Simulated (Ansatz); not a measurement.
Ansatz (a program for electronic structure) run on CuAgO2 (Pmmm, 4 atoms in the cell): zone-centre phonon calculation.

Method of the run: LDA (PW92), default PAW files made with PBE (plane waves; Ansatz).

```xyz
4
Lattice="2.8080 0.0000 0.0000 0.0000 3.3438 0.0000 0.0000 0.0000 5.3880" Properties=species:S:1:pos:R:3 pbc="T T T"
Cu     1.4040     1.6719     2.6940
Ag     0.0000     0.0000     0.0000
O      0.0000     1.6719     1.4593
O      0.0000     1.6719     3.9286
```

Reference input (self-consistent single point, DFT, LDA (PW92), plane waves, default PAW files made with PBE): basis.ecutwfc = 420 eV; kpoints.mp_grid.grid = 12 10 6; hamiltonian.xc = lda; hamiltonian.pseudopotentials = {kind: paw} (the program's default PAW files); scf.occupations.method = fermi_dirac; scf.occupations.width = 0.1 eV. This run's input differs from it in these lines:

```diff
@@ -23,6 +23,4 @@
     width: 0.1 eV
-output:
-  forces: true
-  eigenvalues: true
-  stress: true
+phonons:
+  method: dfpt
```

Output (repeated stretches shortened):

```
SCF iter   1: F=—  HF=-15120.850636 eV  |F-HF|=—  |Δ(HF+E_count)|=         —  Δρ=2.06e-2  dr2=1.70e-1  ethr=1.77e-3  ⟨swp⟩=5.2  Hψ=18464  notcnv=0
all-band conjugate gradients solve this SCF's bands
preconditioner: auto → LDOS
SCF iter   2: F=—  HF=-15120.865923 eV  |F-HF|=—  |Δ(HF+E_count)|=   1.53e-2  Δρ=2.63e-2  dr2=2.05e-1  ethr=3.40e-4  ⟨swp⟩=2.1  Hψ=11194  notcnv=0
   [... lines left out ...]
SCF iter   9: F=—  HF=-15120.799665 eV  |F-HF|=—  |Δ(HF+E_count)|=   4.16e-7  Δρ=4.71e-6  dr2=2.09e-9  ethr=1.13e-9  ⟨swp⟩=2.0  Hψ=6849  notcnv=0
SCF iter  10: F=—  HF=-15120.799665 eV  |F-HF|=—  |Δ(HF+E_count)|=   1.60e-9  Δρ=7.58e-7  dr2=1.53e-10  ethr=4.18e-12  ⟨swp⟩=2.2  Hψ=8381  notcnv=0
SCF iter  11: F=—  HF=-15120.799665 eV  |F-HF|=—  |Δ(HF+E_count)|=  2.18e-11  Δρ=4.28e-7  dr2=7.18e-11  ethr=1.00e-12  ⟨swp⟩=1.0  Hψ=5040  notcnv=0
SCF iter  12: F=-15120.799665 eV  HF=-15120.799665 eV  |F-HF|=3.64e-12  |Δ(HF+E_count)|=  7.28e-12  Δρ=4.22e-8  dr2=5.39e-13  ethr=1.00e-12  ⟨swp⟩=4.0  Hψ=21092  notcnv=0
SCF 1 converged in 12 iterations: F = -15120.799665 eV  dr2 = 5.39e-13
DFPT response loops at Γ: preconditioner auto → Kerker (q_TF=auto, 2.723 Å⁻¹) (partly filled bands, converged f_vac=0.076) …
WARN: q = [0.0000, 0.0000, 0.0000]: the response loops show signs that the electronic state is unstable, or barely stable, against a charge, spin or orbital …
Free energy (F): -15120.799665 eV
Internal energy: -15120.734478 eV  (E = F + TS)
E sigma→0 (E₀):  -15120.767072 eV
Entropy (-TS):   -0.065187 eV (-16.297 meV/atom)
Fermi energy:    10.625116 eV
   [... lines left out ...]
  ASR residual: 7.158e-5 → 0.000e0 eV/Å²; symmetrization residual: 6.056e-6 eV/Å²
  ASR residual per site (eV/Å²): 7.16e-5 4.66e-5 3.80e-5 3.80e-5
  Γ frequencies (cm⁻¹): 0.00 0.00 0.00 113.40 134.69 161.92 208.16 366.16 392.42 474.63 532.25 543.36
  non-analytic LO–TO correction: not included (Born effective charges unavailable; polar crystals: no LO–TO splitting at Γ)
```

The run converged in 12 iterations. 

Summary of the result:
- Free energy E − TS (on the zero of these files) = -15120.7997 eV
- Fermi level (on the code's own zero) = 10.63 eV
- Zone-centre frequencies (cm⁻¹; negative means imaginary) = 0, 0, 0, 113, 135, 162, 208, 366, 392, 475, 532, 543

The starting cell comes from a database of computed structures (which also holds hypothetical and non-ambient phases and stackings), without a prior relaxation at this level. Its lattice was rescaled by up to half a per cent. Spin polarisation is off, so a magnetic state, if there is one, cannot be reached.

Cost on one core of a shared machine: roughly 4 min.

Keys are those of Ansatz 0.2.
